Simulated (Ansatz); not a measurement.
# HfB2: stress against strain

HfB2 (AlB2 type, P6/mmm, 9.959 Å³/atom and stress up to 0.01 GPa in the relaxed cell, c along z) under a strain ε along c (axis z), the other axes held. PBE in Ansatz, a plane-wave DFT program (PAW, default set), 420 eV, 21×21×17 Γ-centred mesh, Fermi-Dirac smearing 0.10 eV; ions are relaxed, or left where forces stay under 0.02 eV/Å, within the symmetry of each cell. Stress is positive for a compressed cell.

Here s stands for strain and y for stress zz.

| strain (%) | stress zz (GPa) |
|---|---|
| -3.00 | ? |
| -1.50 | 6.94 |
| -1.00 | 4.57 |
| -0.50 | 2.25 |
| 0.00 | 0.00 |
| 0.50 | -2.19 |
| 1.00 | -4.33 |
| 1.50 | -6.40 |

Problem. Using a straight line, estimate the missing y at s = -3.00 from the other rows, showing the fit.

Solution. Means: s 0, y 0.120. About the means, the sum of products is -31.130 and the sum of squares of s is 7.0000; the slope is their ratio. Least squares gives y = 0.120 - 4.4471·s. Residuals (row less fit): 0.149, 0.003, -0.094, -0.120, -0.086, -0.003, 0.151; standard error 0.123 (degrees of freedom: 5). The slope gives the elastic constant C33 = about 440 GPa. At the withheld row, y = 0.120 - 4.4471 × (-3.0) = 13.461 GPa. The calculation gives 14.43 GPa, 0.969 GPa above the prediction (4.7 % of the range of y in the table). The row lies outside the fitted rows, so this is an extrapolation. From the scatter of the fitted rows alone, a prediction at this place has a standard error of 0.192 GPa, so the miss is 5.0 times that.

A polynomial of degree 2 through the 12 other runs of the series gives 14.42 there, so most of the miss is curvature that the fit leaves out. In a metal these values are sensitive to mesh and smearing; energies are taken to zero smearing, stresses follow the free energy. Rows are the converged runs of the series near zero and its far end; series whose fitted rows scatter by over a few per cent of the range, as at a crossing or softening among them, aren't shown in this form, nor equations of state whose B0' disagrees with the runs' pressures. Most that stay on the fit to the last digits aren't either.
